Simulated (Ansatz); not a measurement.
## A constructed model of the (0001) surface of hcp Co, ferromagnetic, from a spin-polarised start, a pseudomorphic layer of Ni in the host's stacking (bottom of the slab: a bare face, its two planes held)

Method: PBE (plane waves to 420 eV, PAW; Ansatz, a first-principles code).

Slab: 7 atoms, 12.3 Å thick at the start with caps and adatoms (thin: gaps and levels are the slab's own); k 17x17x1, smearing 0.1 eV, dipole-corrected; 2 atoms held, the rest relaxed; symmetry of the start imposed; spin-polarised, ending with about 10.7 μB a cell; orders that need a larger cell were not tried, no spin-orbit, no U. In PBE it is, or lies within 0.01 eV a 1x1 cell of, the lowest of the 2 structures of its composition computed so far; subsurface sites and larger cells were not tried.

```yaml
work_function_of_the_top_face: 4.89 eV
energy_released_by_relaxation: 0.094 eV
magnetic_moment_of_the_cell: 10.70 μB
cost: very roughly 5 core-minutes
```
